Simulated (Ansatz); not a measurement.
Input:

```
CELL_PARAMETERS angstrom
      4.10076     0.00000     0.00000
      0.00000     4.10076     0.00000
      0.00000     0.00000     4.10076
ATOMIC_POSITIONS crystal
  Sr 0.50000 0.50000 0.50000
  Hf 0.00000 0.00000 0.00000
  O  0.00000 0.50000 0.00000
  O  0.50000 0.00000 0.00000
  O  0.00000 0.00000 0.50000
```

A single point on SrHfO3 with a change (pressure 0.7 GPa), its geometry relaxed with PBEsol.

Calculations: Kohn–Sham DFT with the PBEsol functional, run in Ansatz (a first-principles code) with PAW and 600 eV plane waves, with spin-orbit coupling, earlier PAW set. Γ-centred 8×8×8 mesh, Fermi–Dirac width 0.05 eV.

Estimate the electron mass (degenerate bands, along [100]).

0.33, 0.75 mₑ (at Γ).

What is the computed band gap?

3.65 eV.

Single points use the geometry relaxed with PBEsol. Load acts through the strain it causes; cell and atoms are relaxed under it. Effective masses come from finite differences of ±0.01 Å⁻¹. Stability against distortions was not tested. The cell was made from SrHfO$_{3}$ in the cubic perovskite structure (space group Pm-3m, No. 221) by this change: pressure 0.7 GPa. Many cubic perovskites are stable only at high temperature; tilts and polar distortions were not tested.
